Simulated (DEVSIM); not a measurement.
Structure: Schottky contact on n-type GaSb, at 300 K.

Layer 1 from the left is GaSb, thickness (μm) 2.00, Nd (cm⁻³) 9.4e15, τn (s) 1.4e-8, τp (s) 1.4e-8.

Left contact: Schottky, work function 4.34 eV, emission velocity 5.5e6 cm/s. Right contact: ohmic. Voltage is applied to the left contact. Recombination: SRH at mid-gap, Auger. Mobility is μmin + (μ − μmin)/(1 + (N/Nref)^α).

Constants are typed, rounded textbook-type inputs, not results; the design itself was drawn at random and stands for no fabricated device. Values at 300 K.

GaSb: gap (eV) 0.726, affinity (eV) 4.06, permittivity 15.7, Nc (cm⁻³) 2.1e17, Nv (cm⁻³) 1.8e19, μn (cm²/Vs) 5000, μp (cm²/Vs) 850, μn,min 1000, μp,min 190, Nref,n 2.8e17, Nref,p 9e17, αn 1.05, αp 0.65, Cn (cm⁶/s) 5e-30, Cp (cm⁶/s) 5e-30.

Q: Estimate by hand the built-in potential, the peak field at zero bias, the capacitance at -1.5 V, and compare with a numerical solution.

A: 
- Built-in potential: barrier φB = 0.280 eV; Vbi = φB − kT/q ln(N_band/N) = 0.200 V; numerical 0.200 V.
- Peak field at zero bias: depletion approximation: W = √(2εVbi/(qN)) = 0.192 μm with N = 9.40e15 cm⁻³; field = 2Vbi/W = 20800 V/cm; numerical 19400 V/cm (estimate above by 7.5 %).
- Capacitance at -1.5 V: C = √(qεN / 2(Vbi + |V|)) = 24.8 nF/cm²; numerical 25.0 nF/cm² (estimate below by 0.76 %).

Simulated with DEVSIM: 1D drift-diffusion, Boltzmann statistics, complete ionisation; no tunnelling, impact ionisation, image-force lowering or self-heating. Metal contacts follow the ideal Schottky-Mott rule: no Fermi-level pinning, no interface dipoles.
